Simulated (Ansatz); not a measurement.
Functionals compared on a constructed model of the (0001) surface of hcp Re, a pseudomorphic layer of Pt in the host's stacking (bottom of the slab: a bare face, its two planes held), in Ansatz (plane waves, PAW). The structure was relaxed with PBE; the other rows are single points on it. Cutoff 420 eV (500 eV for r2SCAN).

Slab: 7 atoms, 13.7 Å thick at the start; k 15x15x1, smearing 0.1 eV, dipole-corrected; 2 atoms held, the rest relaxed; held to the start's symmetry, so lower structures may exist; no spin, no spin-orbit, no U. It is one candidate, not shown to be the stable structure of the face. These notes are the PBE run's.

```tsv
functional	work function of the top face (eV)	rough cost of the single point
PBE	5.11	–
RPBE	4.93	roughly 40 core-seconds
r2SCAN	(withheld)	very roughly 60 core-seconds
```

Complete the blanks.


- r2SCAN, work function of the top face (eV): 5.07

Ansatz is a program for electronic structure.
